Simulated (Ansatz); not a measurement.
**Effective masses and thermopower of BN (P6_3mc)**

Given:

```xyz
4
Lattice="2.5435 0.0000 0.0000 -1.2718 2.2028 0.0000 0.0000 0.0000 4.1342" Properties=species:S:1:pos:R:3 pbc="T T T"
B      0.0000     1.4685     0.0002
B      1.2718     0.7343     2.0673
N      0.0000     1.4685     1.5502
N      1.2718     0.7343     3.6173
```

Computed with PBE, rigid bands (plane waves, PAW, scalar-relativistic; Ansatz, a program for electronic structure). Condition of this run: uniaxial stress along c of 18 GPa (compression positive) (the target of the relaxation). Cell: cell and atoms relaxed with PBEsol, then loaded as said.

band gap: 5.26 eV
electron conductivity mass (300 K, dilute): 0.52 (x), 0.52 (y), 0.30 (z) mₑ
hole conductivity mass (300 K, dilute): 0.88 (x), 0.88 (y), 1.22 (z) mₑ
effective density of states N_c (300 K): 1.4e19 cm⁻³
effective density of states N_v (300 K): 4.9e19 cm⁻³
density-of-states mass, electrons: 0.66 mₑ
density-of-states mass, holes: 1.56 mₑ
Seebeck coefficient, n-type 1e19 cm⁻³, 300 K: -250 μV/K
best n-type power factor at 300 K for τ = 10 fs (best axis; densities from 1e16 to 1e21 cm⁻³ tried, whether or not they can be reached): 7.7 μW/(cm·K²) at 3e19 cm⁻³
Seebeck coefficient, p-type 1e19 cm⁻³, 300 K: 353 μV/K
best p-type power factor at 300 K for τ = 10 fs (best axis; densities from 1e16 to 1e21 cm⁻³ tried, whether or not they can be reached): 9.1 μW/(cm·K²) at 1e20 cm⁻³

Rigid bands; masses and Seebeck coefficients take one relaxation time τ for all states and one kind of carrier; polarons and phonon drag are left out. Spin-orbit coupling is left out. Geometry: cell and atoms relaxed with PBEsol.
